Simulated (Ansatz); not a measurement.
Ansatz (a first-principles code) run on CaGe2Ru2 (I4mm, 5 atoms in the cell): self-consistent single point.

Level of theory: PBEsol, default PAW files made with PBE (plane waves; Ansatz).

```xyz
5
Lattice="-2.1370 2.1370 4.9993 2.1370 -2.1370 4.9993 2.1370 2.1370 -4.9993" Properties=species:S:1:pos:R:3 pbc="T T T"
Ca     0.0000     0.0000     0.0500
Ge     0.0000     0.0000     3.6622
Ge     0.0000     0.0000     6.3365
Ru     0.0000     2.1370     2.4997
Ru     2.1370     0.0000     2.4997
```

Reference input (self-consistent single point, DFT, PBEsol, plane waves, default PAW files made with PBE): basis.ecutwfc = 420 eV; kpoints.mp_grid.grid = 5 5 5; hamiltonian.xc = pbesol; hamiltonian.pseudopotentials = {kind: paw} (the program's default PAW files); scf.occupations.method = gaussian; scf.occupations.width = 0.1 eV. This run's input differs from it in these lines:

Ansatz 0.2 input:
```diff
@@ -13,3 +13,3 @@
 basis:
-  ecutwfc: 420.0 eV
+  ecutwfc: 230.0 eV
 kpoints:
```

Output, abridged:

```
SCF iter   1: F=—  HF=-21925.313823 eV  |F-HF|=—  |Δ(HF+E_count)|=         —  Δρ=4.84e-2  dr2=1.34e0  ethr=1.77e-3  ⟨swp⟩=6.4  Hψ=2839  notcnv=0
all-band conjugate gradients solve this SCF's bands
preconditioner: auto → Kerker (q_TF=auto, 2.610 Å⁻¹)
SCF iter   2: F=—  HF=-21924.254374 eV  |F-HF|=—  |Δ(HF+E_count)|=    1.06e0  Δρ=2.31e-2  dr2=3.09e-1  ethr=1.77e-3  ⟨swp⟩=2.0  Hψ=1459  notcnv=0  defer=35
   [... lines left out ...]
SCF iter   5: F=—  HF=-21924.169867 eV  |F-HF|=—  |Δ(HF+E_count)|=   1.81e-3  Δρ=2.94e-4  dr2=1.35e-4  ethr=6.72e-6  ⟨swp⟩=2.2  Hψ=1010  notcnv=0  defer=35
SCF iter   6: F=—  HF=-21924.169834 eV  |F-HF|=—  |Δ(HF+E_count)|=   3.33e-5  Δρ=5.52e-5  dr2=9.32e-6  ethr=1.93e-7  ⟨swp⟩=2.0  Hψ=936  notcnv=0  defer=35
SCF iter   7: F=—  HF=-21924.169854 eV  |F-HF|=—  |Δ(HF+E_count)|=   2.03e-5  Δρ=2.14e-5  dr2=1.15e-6  ethr=1.33e-8  ⟨swp⟩=2.0  Hψ=965  notcnv=0  defer=34
SCF iter   8: F=-21924.169854 eV  HF=-21924.169854 eV  |F-HF|=1.83e-9  |Δ(HF+E_count)|=   2.82e-7  Δρ=3.51e-6  dr2=1.22e-8  ethr=1.43e-10  ⟨swp⟩=8.1  Hψ=3074  notcnv=0
SCF 1 converged in 8 iterations: F = -21924.169854 eV  dr2 = 1.22e-8
Free energy (F): -21924.169854 eV
Internal energy: -21924.159453 eV  (E = F + TS)
E sigma→0 (E₀):  -21924.164653 eV
Entropy (-TS):   -0.010401 eV (-2.080 meV/atom)
Fermi energy:    13.331938 eV
--- Forces (eV/Å), atoms counted from 1 ---
  atom   1  Ca     0.00000000     0.00000000    -0.03573841
  atom   2  Ge    -0.00000000     0.00000000    -0.32460139
  atom   3  Ge     0.00000000    -0.00000000     0.35131043
  atom   4  Ru     0.00000000     0.00000000     0.00452113
  atom   5  Ru    -0.00000000    -0.00000000     0.00452113
--- Stress (GPa, compression-positive) ---
       -7.403410       0.000000      -0.000000
        0.000000      -7.403410       0.000000
       -0.000000       0.000000      -5.913833
  P = ⅓ Tr σ = -6.9069 GPa (-69.069 kbar)
  The stress holds the Pulay correction. Without it, at fixed plane waves, as pw.x and ABINIT print it: P = -128.3007 GPa
```

The run converged in 8 iterations. Against the reference run the free energy goes up by 2.42 eV/atom, the pressure goes from -3.44 to -6.91 GPa and the largest force goes from 0.134 to 0.351 eV/Å.

The starting cell comes from a database of computed structures (which also holds hypothetical and non-ambient phases and stackings), without a prior relaxation at this level. Its lattice was rescaled by up to half a per cent. One atom was moved a little off its site on purpose. Spin polarisation is off. Ansatz's pressure includes its estimate of the finite-basis (Pulay) stress. Without the estimate this run gives -128.30 GPa. The cutoff lies below the one recommended for these files.
